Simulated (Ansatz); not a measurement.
**A computed series for La2O3: pressure series**

The reference is La$_{2}$O$_{3}$ (space group P-3m1, No. 164; a = 3.940 Å, c = 6.188 Å).

Cell and atoms are relaxed at each pressure.

Calculations: PBE (Ansatz, an electronic-structure program, PAW, without spin-orbit coupling).

Candidates:
(a) pressure 2.1 GPa
(b) pressure −1 GPa
(c) pressure 30 GPa
(d) pressure 0.9 GPa

For the base:

- c/a ratio = 1.570

Q: Order them by c/a ratio, lowest first.

A: (c) pressure 30 GPa (1.410), (a) pressure 2.1 GPa (1.558), (d) pressure 0.9 GPa (1.565), (b) pressure −1 GPa (1.576)

Load acts through the strain it causes; cell and atoms are relaxed under it. Stability against distortions was not tested. Competing high-pressure phases were not computed.
